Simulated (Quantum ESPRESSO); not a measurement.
Input and output of a self-consistent single point for TiSb (P6_3/mmc, 4 atoms in the cell) (Quantum ESPRESSO).

Level of theory: rev-vdW-DF2, GBRV 1.5 ultrasoft (PBE) pseudopotentials (plane waves; Quantum ESPRESSO 7.5).

```
TiSb
1.0
    4.10330     0.00000     0.00000
   -2.05165     3.55356     0.00000
    0.00000     0.00000     6.28360
Ti Sb
2 2
Direct
  0.00000   0.00000   0.00000
  0.00000   0.00000   0.50000
  0.33333   0.66667   0.25000
  0.66667   0.33333   0.75000
```

Reference input (self-consistent single point, DFT, PBEsol, plane waves, GBRV 1.5 ultrasoft (PBESOL) pseudopotentials): ecutwfc = 50 Ry; ecutrho = 400 Ry; occupations = smearing; smearing = marzari-vanderbilt; degauss = 0.0036749 Ry; potentials = {Ti: ti_pbesol_v1.4.uspp.F.UPF, Sb: sb_pbesol_v1.4.uspp.F.UPF}; K_POINTS = automatic 8 8 4 0 0 0; conv_thr = 1e-10 Ry; mixing_beta = 0.4. This run's input differs from it in these lines:

```diff
@@ -17,2 +17,3 @@
    degauss = 0.0036749,
+   input_dft = 'vdw-df2-b86r',
 /
@@ -23,4 +24,4 @@
 ATOMIC_SPECIES
-Ti    47.8670  ti_pbesol_v1.4.uspp.F.UPF
-Sb   121.7600  sb_pbesol_v1.4.uspp.F.UPF
+Ti    47.8670  ti_pbe_v1.4.uspp.F.UPF
+Sb   121.7600  sb_pbe_v1.4.uspp.F.UPF
 ATOMIC_POSITIONS {crystal}
```

Log, with long lists cut:

```
     Self-consistent Calculation

     iteration #  1     ecut=    50.00 Ry     beta= 0.40

     negative rho (up, down):  1.629E-03 0.000E+00

     total energy              =    -608.17722341 Ry
     estimated scf accuracy    <       3.43821699 Ry

     iteration #  2     ecut=    50.00 Ry     beta= 0.40

     negative rho (up, down):  1.262E-03 0.000E+00

     total energy              =    -608.50655375 Ry
     estimated scf accuracy    <       0.21685480 Ry

     iteration #  3     ecut=    50.00 Ry     beta= 0.40

     negative rho (up, down):  1.183E-03 0.000E+00

     total energy              =    -608.56820289 Ry
     estimated scf accuracy    <       0.01143164 Ry

   [... 8 blocks of this kind left out ...]

     iteration # 12     ecut=    50.00 Ry     beta= 0.40

     negative rho (up, down):  1.030E-03 0.000E+00

     total energy              =    -608.57061088 Ry
     estimated scf accuracy    <          5.2E-10 Ry

     iteration # 13     ecut=    50.00 Ry     beta= 0.40

     negative rho (up, down):  1.030E-03 0.000E+00
     End of self-consistent calculation

     the Fermi energy is    11.7585 ev

!    total energy              =    -608.57061088 Ry
     estimated scf accuracy    <          3.7E-11 Ry
     smearing contrib. (-TS)   =      -0.00013557 Ry
     internal energy E=F+TS    =    -608.57047531 Ry

     convergence has been achieved in  13 iterations

     negative rho (up, down):  1.030E-03 0.000E+00

     Forces acting on atoms (cartesian axes, Ry/au):

     atom    1 type  1   force =     0.00000000    0.00000000    0.00000000
   [... zero for the other atoms too ...]

     Total force =     0.000000     Total SCF correction =     0.000000

     negative rho (up, down):  1.030E-03 0.000E+00
          total   stress  (Ry/bohr**3)                   (kbar)     P=      -41.12
  -0.00028197   0.00000000   0.00000000          -41.48        0.00        0.00
   0.00000000  -0.00028197   0.00000000            0.00      -41.48        0.00
   0.00000000   0.00000000  -0.00027459            0.00        0.00      -40.39

   JOB DONE.
```

The run converged in 13 iterations. Against the reference run the pressure goes from -6.20 to -4.11 GPa.

The starting cell comes from a database of published, mostly measured structures (it also holds non-ambient and calculated ones), without a prior relaxation at this level. Spin polarisation is off. With a pressure of about -4 GPa the cell is away from its equilibrium volume at this level.

Cost on one core of a shared machine: roughly 6 min.
